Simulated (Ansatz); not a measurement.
Results of PBEsol (PAW; Ansatz, an electronic-structure program) for WSi2 (model structure, started from the CrSi2 type, P6₂22, No. 180, 9 atoms in the cell).

Numerical settings: plane-wave cutoff 500 eV, 12×12×6 k mesh (along the axes of the cell as run), Fermi–Dirac smearing 0.05 eV, no spin polarisation, scalar-relativistic PAW data made under PBE.

Cell (relaxed at this level):

```cif
data_Si6W3
_chemical_formula_sum 'W3 Si6'
_space_group_name_H-M_alt 'P6222'
_space_group_IT_number 180
_space_group_name_Hall 'P 62 2 (0 0 4)'
_cell_length_a 4.57583
_cell_length_b 4.57583
_cell_length_c 6.60356
_cell_angle_alpha 90.000
_cell_angle_beta 90.000
_cell_angle_gamma 120.000
loop_
_atom_site_label
_atom_site_type_symbol
_atom_site_symmetry_multiplicity
_atom_site_Wyckoff_symbol
_atom_site_fract_x
_atom_site_fract_y
_atom_site_fract_z
_atom_site_occupancy
W1 W 3 c 0.50000 0.00000 0.00000 1
Si1 Si 6 i 0.16380 0.32760 0.00000 1
```

**Question.** Give the computed band gap.

**Answer.** 
- band gap: 0.00 eV (under three smearing widths, so not firm)

Note: the relaxation could raise the start's symmetry but not lower it, so the cell can be a saddle point.

Spin–orbit coupling is not included.

A model structure was made by putting elements into a prototype or built by hand; it is no filed structure, need not be a known phase, and can be a saddle point held by its symmetry.
